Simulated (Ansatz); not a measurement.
Take Nb in the bcc (W type) structure (space group Im-3m, No. 229; a = 3.273 Å; relaxed with 0.1 eV smearing) as the base. Axes: x, y, z lie along the cube axes.

The values are results of PBEsol/PAW in Ansatz (a first-principles code), scalar-relativistic without spin-orbit coupling, not measurements.

Before the change:

| Item | Value |
|---|---|
| Pressure | 0.0 GPa |

It is then changed as follows: tensile biaxial strain of 3.00 % in the plane normal to [001], as in epitaxy on a mismatched substrate; the out-of-plane cell vector and the atoms relax.

### Question
What happens to the out-of-plane strain?

### Answer
The out-of-plane strain amounts to -3.32 %.

### Question
Predict the new pressure.

### Answer
The pressure (mean of the normal stresses, compression positive) goes from zero to -4.1 GPa.

Stability against distortions was not tested. The final runs are not spin-polarised.
